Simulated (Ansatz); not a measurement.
The starting structures come from a database of crystals and need not be the phases stable at ambient conditions.

Input:

```
CaKF3
1.0
    6.27265     0.00000     0.00000
    0.00000     8.87410     0.00000
    0.04261     0.00000     6.22459
K Ca F
4 4 12
Direct
  0.53020   0.25000   0.00040
  0.46980   0.75000   0.99960
  0.02450   0.25000   0.50270
  0.97550   0.75000   0.49730
  0.00000   0.50000   0.00000
  0.00000   0.00000   0.00000
  0.50000   0.50000   0.50000
  0.50000   0.00000   0.50000
  0.96190   0.25000   0.06470
  0.03810   0.75000   0.93530
  0.50330   0.25000   0.43100
  0.49670   0.75000   0.56900
  0.20080   0.52320   0.30020
  0.79920   0.47680   0.69980
  0.79920   0.02320   0.69980
  0.20080   0.97680   0.30020
  0.29730   0.45760   0.79760
  0.70270   0.54240   0.20240
  0.70270   0.95760   0.20240
  0.29730   0.04240   0.79760
```

Space group of this cell: P2_1/m. The cell is taken as given; by r2SCAN its mean pressure is -2.2 GPa.

Transport runs along the normal of the first two printed cell vectors.

The gap is the functional's own, uncorrected, and κ follows it; spin-orbit coupling is left out. Mid-gap values are interpolated between the computed energies.

Question: State the band gap and the smallest decay constant κ at mid-gap according to r2SCAN run with Ansatz (a quantum-chemistry and plane-wave program).

Answer: Gap 7.36 eV on a 6×4×6 mesh; κ = 0.565 1/Å, at the zone centre.
